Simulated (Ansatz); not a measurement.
## SnSe₂ in the 2H-MoS2 type structure (space group P6_3/mmc, No. 194; a hypothetical phase, not in the database extracts checked; layered, stacked along the Cartesian z axis)

```
CELL_PARAMETERS angstrom
      3.83345     0.00000     0.00000
     -1.91673     3.31987     0.00000
      0.00000     0.00000    11.50657
ATOMIC_POSITIONS crystal
  Sn 0.33333 0.66667 0.25000
  Sn 0.66667 0.33333 0.75000
  Se 0.33333 0.66667 0.59895
  Se 0.66667 0.33333 0.09895
  Se 0.66667 0.33333 0.40105
  Se 0.33333 0.66667 0.90105
```

Method: plane-wave PAW DFT at the PBE-D3(BJ) level (Ansatz, a first-principles code, 420 eV), no spin-orbit coupling. Γ-centred 14×14×4 mesh, Fermi–Dirac width 0.05 eV.

```json
{
 "volume_per_atom": "24.41 Å³",
 "density": "6.27 g/cm³",
 "band_gap": "zero",
 "total_energy": "-5654.609 eV/atom (σ→0; compares only within this code and set-up)"
}
```

Stability against distortions was not tested. The final runs are not spin-polarised.
